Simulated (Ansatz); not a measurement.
Levels about the gap of amorphous Si₂₄O₄₈C (73 atoms in a cell of 1097 Å³, 2.20 g/cm³; zone centre alone, so wide bands show as single levels with stretches between that a denser mesh fills), at the geometry that PBE relaxed, where it gives -1.5 GPa on a denser mesh. The participation number counts the atoms over which a state spreads; weights are charges in smoothed Voronoi cells. The levels come from a single point, so bond lengths are those of that geometry. Method of the levels: r2SCAN, scalar-relativistic without spin-orbit coupling (Ansatz, an electronic-structure program). Sampling: the zone centre alone; Fermi-Dirac width 0.01 eV; collinear spin, started from moments on atoms (the moments died out). At PBE the levels at both edges of the gap are localised (band-tail or defect states), and the nearest spread-out levels lie 5.1 eV apart at the zone centre.

Preparation: random packing, a CHGNet melt and quench, and a DFT relaxation. O atoms were pushed apart under 1.9 Å during the dynamics, to hinder bonds among them. The hot cell started wider than the set density and was brought back towards it in steps. It is the lowest in DFT energy of 2 quenches. It is a model cell: composition and starting density were chosen by hand, and all elements were melted together. No dispersion term was used. Its density started from a set value of 2.20 and ended at 2.20 g/cm³. The quench (nominally 320 K/ps over its main leg) was far faster than any real one, so the model tends to hold more defects than a real film. One small periodic cell is one sample of the glass; other quenches scatter about these values. The volume was held where the preparation left it and the shape relaxed, at a PBE pressure of -1.5 GPa (tension). Stress components on the final sampling reach 2.7 GPa. Cycles of charging lowered its energy after that relaxation.

```json
[
 {"E - E(highest filled), eV": "-1.80", "filling": "filled", "spin": "dn", "participation number": "14.6", "largest on": "O, 2 neighbours", "weight O": "0.96", "weight Si": "0.04", "weight C": "0.00"},
 {"E - E(highest filled), eV": "-1.26", "filling": "filled", "spin": "up", "participation number": "8.4", "largest on": "Si, 4 neighbours", "weight O": "0.56", "weight Si": "0.44", "weight C": "0.00"},
 {"E - E(highest filled), eV": "-1.26", "filling": "filled", "spin": "dn", "participation number": "8.4", "largest on": "Si, 4 neighbours", "weight O": "0.56", "weight Si": "0.44", "weight C": "0.00"},
 {"E - E(highest filled), eV": "-1.13", "filling": "filled", "spin": "up", "participation number": "2.1", "largest on": "O, 1 neighbours", "weight O": "0.93", "weight Si": "0.04", "weight C": "0.04"},
 {"E - E(highest filled), eV": "-1.13", "filling": "filled", "spin": "dn", "participation number": "2.1", "largest on": "O, 1 neighbours", "weight O": "0.93", "weight Si": "0.04", "weight C": "0.04"},
 {"E - E(highest filled), eV": "0.00", "filling": "filled", "spin": "dn", "participation number": "2.3", "largest on": "Si, 2 neighbours", "weight O": "0.34", "weight Si": "0.66", "weight C": "0.00"},
 {"E - E(highest filled), eV": "0.00", "filling": "filled", "spin": "up", "participation number": "2.3", "largest on": "Si, 2 neighbours", "weight O": "0.34", "weight Si": "0.66", "weight C": "0.00"},
 {"E - E(highest filled), eV": "4.03", "filling": "empty", "spin": "up", "participation number": "2.6", "largest on": "Si, 2 neighbours", "weight O": "0.35", "weight Si": "0.65", "weight C": "0.00"},
 {"E - E(highest filled), eV": "4.03", "filling": "empty", "spin": "dn", "participation number": "2.6", "largest on": "Si, 2 neighbours", "weight O": "0.35", "weight Si": "0.65", "weight C": "0.00"},
 {"E - E(highest filled), eV": "4.41", "filling": "empty", "spin": "up", "participation number": "51.5", "largest on": "Si, 4 neighbours", "weight O": "0.67", "weight Si": "0.32", "weight C": "0.01"},
 {"E - E(highest filled), eV": "4.41", "filling": "empty", "spin": "dn", "participation number": "51.5", "largest on": "Si, 4 neighbours", "weight O": "0.67", "weight Si": "0.32", "weight C": "0.01"},
 {"E - E(highest filled), eV": "4.84", "filling": "empty", "spin": "up", "participation number": "11.0", "largest on": "Si, 4 neighbours", "weight O": "0.44", "weight Si": "0.55", "weight C": "0.01"},
 {"E - E(highest filled), eV": "4.84", "filling": "empty", "spin": "dn", "participation number": "11.0", "largest on": "Si, 4 neighbours", "weight O": "0.44", "weight Si": "0.55", "weight C": "0.01"},
 {"E - E(highest filled), eV": "5.23", "filling": "empty", "spin": "up", "participation number": "9.8", "largest on": "Si, 4 neighbours", "weight O": "0.49", "weight Si": "0.51", "weight C": "0.00"}
]
```

Most localised among these is the filled level at -1.13 eV, on a O atom, which has 1 neighbours (C 1.20 Å).
